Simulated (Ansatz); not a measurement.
**zincblende GaP (F-43m): a fit under uniaxial stress along [001] (tension)**

Cell and atoms relaxed with PBEsol to each stress σ (compression positive); gaps by r2SCAN with spin-orbit coupling, rigid bands (plane waves, PAW; Ansatz, a quantum-chemistry and plane-wave program). Unloaded cell: a = b = c = 3.846 Å, α = β = γ = 60.00°.

| σ (GPa) | strain along [001] (%) | gap (eV) |
|---|---|---|
| 0 | 0 | 1.806 |
| -1.40 | 1.40 | 1.725 |
| -7.00 | 6.64 | 1.439 |
| -9.80 | 9.16 | 1.311 |

Task: Fit E_g = 1.806 eV + aσ + bσ² and ε = cσ + dσ² to the loaded rows by least squares.

Result: a = 0.0578 eV/GPa, b = 7.49e-04 eV/GPa²; c = -0.992 %/GPa, d = -0.00590 %/GPa².

Task: One run was withheld, at σ = -4.20 GPa. Predict its gap and its strain along [001], then set them beside the run.

Result: E_g = 1.806 + (0.0578)(-4.20) + (7.49e-04)(-4.20)² = 1.576 eV and ε = (-0.992)(-4.20) + (-0.00590)(-4.20)² = 4.06 %. The run gave 1.573 eV and 4.08 %, misses of 0.003 eV and 0.02 percentage points.

Gaps are resolved to about 0.01 eV; third decimals are kept for the arithmetic. Every relaxation keeps the zincblende phase (space group I-4m2 under this load), so a transition, a distortion that breaks the symmetry or fracture can't show.
